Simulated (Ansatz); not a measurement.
Base system: Ni₂Si (space group Pnma, No. 62; a = 4.916 Å, b = 3.698 Å, c = 7.008 Å; non-magnetic). Axes: x, y, z lie along a, b, c of the conventional cell.

All numbers come from PBEsol in Ansatz (plane waves to 420 eV, PAW, no spin-orbit coupling).

Base values:

The shortest interatomic distance is 229.1 pm.

One thing is altered: uniaxial stress, 2 GPa compression along z, with the cell and atoms free to relax against it.

Q: What does the calculation give for the energy relative to the base after the change?

A: The energy rises by 0.5 meV/atom.

Q: How does this affect the shortest interatomic distance?

A: The shortest interatomic distance shrinks by 1.2 pm, from 229.1 pm to 227.9 pm.

Without a gap, meshes like the base's 8×10×6 leave anisotropic stresses uncertain by several tenths of a GPa, and small strain energies with them. Load acts through the strain it causes; cell and atoms are relaxed under it. Stability under load was not tested beyond the relaxation. Starting moments died away, wholly or in part, for the base; another magnetic solution may exist. The final runs are not spin-polarised.

Ansatz is a quantum-chemistry and plane-wave program.
